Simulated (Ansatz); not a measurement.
# What pressure 0.7 GPa does to SiC

The reference is SiC in the zinc blende structure (space group F-43m, No. 216; a = 4.356 Å).

Now apply this change: cell and atoms relaxed at a pressure of 0.7 GPa.

Calculations: r2SCAN (Ansatz, a first-principles code, PAW, scalar-relativistic without spin-orbit coupling). Settings: 13×13×13 k-points, 0.05 eV Fermi–Dirac smearing.

* **Volume per atom**: 10.30 Å³ (base 10.33 Å³)
* **Density**: 3.23 g/cm³ (base 3.22 g/cm³)
* **Shortest interatomic distance**: 1.884 Å (base 1.886 Å)
* **Enthalpy H = E + PV relative to the base's energy**: +0.05 eV/atom
* **Band gap**: 1.71 eV (base 1.71 eV)
* **Gap character**: indirect, Γ → X (base indirect, Γ → X)
* **Smallest direct gap**: 5.05 eV (base 5.05 eV)
* **Width of the top valence band**: 4.83 eV (base 4.81 eV)
* **Electron mass**: 0.64 mₑ along k, 0.23 mₑ across (at X) (base 0.64 mₑ along k, 0.23 mₑ across (at X))
* **Hole mass (degenerate bands, along [100])**: 0.36, 0.57, 0.57 mₑ (at Γ) (base 0.35, 0.57, 0.57 mₑ (at Γ))

Final structure:

```
SiC
1.0
    0.00000     2.17594     2.17594
    2.17594     0.00000     2.17594
    2.17594     2.17594     0.00000
C Si
1 1
Direct
  0.25000   0.25000   0.25000
  0.00000   0.00000   0.00000
```

Load acts through the strain it causes; cell and atoms are relaxed under it. Effective masses come from finite differences of ±0.01 Å⁻¹. Along k means along the line from Γ to the band edge. Stability against distortions was not tested.
